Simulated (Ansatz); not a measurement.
The reference is Ca₄As₂O (space group I4/mmm, No. 139; a cell from a computed database, its experimental status unchecked).

```yaml
crystal:
  lattice:
    - [-2.24955, 2.24955, 7.63312]
    - [2.24955, -2.24955, 7.63312]
    - [2.24955, 2.24955, -7.63312]
  atoms:
    - { symbol: Ca, position: [0.67117, 0.67117, 0.00000] }
    - { symbol: Ca, position: [0.32883, 0.32883, 0.00000] }
    - { symbol: Ca, position: [0.00000, 0.50000, 0.50000] }
    - { symbol: Ca, position: [0.50000, 0.00000, 0.50000] }
    - { symbol: As, position: [0.86295, 0.86295, 0.00000] }
    - { symbol: As, position: [0.13705, 0.13705, 0.00000] }
    - { symbol: O, position: [0.50000, 0.50000, 0.00000] }
```

Levels (all Ansatz, a quantum-chemistry and plane-wave program, PAW): PBEsol (420 eV, no spin-orbit coupling); r2SCAN (500 eV, no spin-orbit coupling); HSE06 (420 eV, no SOC).

At the geometry relaxed with PBEsol, these levels gave the following band gaps, in shuffled order: (a) 1.91 eV, (b) 1.11 eV, (c) 1.55 eV.

Task: Match each gap to its level.

Result: (a) HSE06; (b) PBEsol; (c) r2SCAN.

Single points use the geometry relaxed with PBEsol. The hybrid gap comes from the SCF mesh plus the semilocal run's edge points and a few special points and is an upper bound. Whether these cells are dynamically stable was not tested.
